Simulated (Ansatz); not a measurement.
The reference is MoSi₂ (space group I4/mmm, No. 139; a = 3.202 Å, c = 7.819 Å).

Method: r2SCAN/PAW in Ansatz (an electronic-structure program), scalar-relativistic without spin-orbit coupling.

One change was made to it. Results:

```
quantity                             base       after
-----------------------------  ----------  ----------
c/a ratio                           2.442       2.448
density                        6.30 g/cm³  6.51 g/cm³
shortest interatomic distance     2.575 Å     2.560 Å
```

Question: Which change produced these results?
A. pressure 7.5 GPa
B. pressure −2 GPa
C. pressure 1.5 GPa
D. pressure 0.3 GPa

Answer: A, pressure 7.5 GPa. For comparison, the density in the other runs: pressure −2 GPa gives 6.24 g/cm³; pressure 1.5 GPa gives 6.35 g/cm³; pressure 0.3 GPa gives 6.31 g/cm³.

A case with no gap was solved on a k-mesh chosen for an insulator, which is coarse for it. Load acts through the strain it causes; cell and atoms are relaxed under it. Whether these cells are dynamically stable was not tested. No other phases were tried under pressure. The final runs are not spin-polarised.
